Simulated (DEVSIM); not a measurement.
System: abrupt GaAs n-p junction, at 300 K.

```csv
layer (left to right),material,thickness (μm),Nd (cm⁻³),Na (cm⁻³),τn (s),τp (s)
1,GaAs,57.0,3.9e15,-,1.5e-9,1.5e-9
2,GaAs,24.0,-,2.4e15,1.5e-9,1.5e-9
```

Left contact: ohmic. Right contact: ohmic. Voltage is applied to the left contact. Recombination: SRH at mid-gap, Auger. Mobility is μmin + (μ − μmin)/(1 + (N/Nref)^α).

Constants are typed, rounded textbook-type inputs, not results; the design itself was drawn at random and stands for no fabricated device. Values at 300 K.

```
parameter        GaAs
-------------  ------
gap (eV)        1.424
affinity (eV)    4.07
permittivity     12.9
Nc (cm⁻³)      4.7e17
Nv (cm⁻³)        9e18
μn (cm²/Vs)      8500
μp (cm²/Vs)       400
μn,min            500
μp,min             20
Nref,n           6e16
Nref,p         1.5e17
αn               0.39
αp               0.38
Cn (cm⁶/s)      1e-30
Cp (cm⁶/s)      1e-30
```

Model (solved in DEVSIM): 1D drift-diffusion, Boltzmann statistics, complete ionisation; no tunnelling, impact ionisation, image-force lowering or self-heating.

The minority lifetime in layer 1 was swept, all else fixed.

| minority lifetime in layer 1 (s) | dark forward voltage at 1 A/cm² (V) |
|---|---|
| 4.5e-11 | 0.939 |
| 1.5e-10 | [?] |
| 4.5e-10 | 0.954 |
| 1.5e-9 | 0.958 |
| 4.5e-9 | 0.960 |
| 1.5e-8 | 0.961 |
| 4.5e-8 | 0.962 |

**Question.** Fill in the missing entries.

**Answer.** 
- 1.5e-10, dark forward voltage at 1 A/cm² (V): 0.948
